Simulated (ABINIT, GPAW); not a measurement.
A GPAW input for a self-consistent single point of BaC2 (C2/c, 6 atoms in the cell) (DFT PBEsol, plane waves, GPAW PAW datasets PBEsol (made by gpaw-setup)):

```python
from ase import Atoms
from ase.units import GPa
from gpaw import GPAW

atoms = Atoms(['Ba', 'Ba', 'C', 'C', 'C', 'C'],
              cell=[[3.699429, -2.306910, 0.000000],
                    [3.699429, 2.306910, 0.000000],
                    [-2.782371, 0.000000, 7.559615]],
              scaled_positions=[[0.810210, 0.189790, 0.250000],
                                [0.189790, 0.810210, 0.750000],
                                [0.585970, 0.893270, 0.445530],
                                [0.414030, 0.106730, 0.554470],
                                [0.106730, 0.414030, 0.054470],
                                [0.893270, 0.585970, 0.945530]],
              pbc=True)

calc = GPAW(mode={'name': 'pw', 'ecut': 900},
            xc='PBEsol',
            kpts=(5, 5, 3),
            occupations={'name': 'fermi-dirac', 'width': 0.05},
            nbands=-4,
            convergence={'bands': -2},
            symmetry={'symmorphic': False, 'tolerance': 0.0005},
            maxiter=100)

atoms.calc = calc

energy = atoms.get_potential_energy()
print('Energy (eV):', round(energy, 6))
forces = atoms.get_forces()
print('Forces (eV/Ang):')
print(forces.round(5))
stress = atoms.get_stress()
print('Stress (GPa, Voigt):', (stress / GPa).round(4))
```

Question: Translate this input to ABINIT.

Answer: This is the input that was run; spellings and numerical settings could be chosen otherwise.

```
# BaC2, JTH v2.0 PBE PAW
pp_dirpath "./"
pseudos "Ba.GGA_PBE-JTH.xml, C.GGA_PBE-JTH.xml"
acell 8.2387743484 8.2387743484 15.2224878801
rprim
         0.8485373348   -0.5291355133    0.0000000000
         0.8485373348    0.5291355133    0.0000000000
        -0.3454047202   -0.0000000000    0.9384538237
natom 6
ntypat 2
znucl 56 6
typat 1 1 2 2 2 2
xcart
         3.0038362500   -1.4312531022    1.8899037500
         1.6126507500    1.4312531022    5.6697112500
         4.2327136023    0.7089134430    3.3680352710
         0.3837733977   -0.7089134430    4.1915797290
         1.7749588977    0.7089134430    0.4117722291
         2.8415281023   -0.7089134430    7.1478427709
      Angstrom
ecut 571 eV
pawecutdg 1143 eV
pawovlp -1
pawxcdev 0
ixc -116133
occopt 3
tsmear 0.00183747
nband 24
kptopt 1
ngkpt 5 5 3
nshiftk 1
shiftk 0 0 0
nstep 60
tolvrs 1.0e-11
prtwf 0
prtden 0
enunit 1
```

Basis, cutoffs, solver keys and any potentials are the target program's own. This input uses DFT, PBEsol, plane waves, PAW (JTH v2.0 PBE PAW, files made for PBE).

The starting cell comes from a database of computed structures (which also holds hypothetical and non-ambient phases and stackings), without a prior relaxation at this level. Its lattice was rescaled by a random factor within 2.5 % of one. For this run, on top of that: lattice scaled by 0.98.
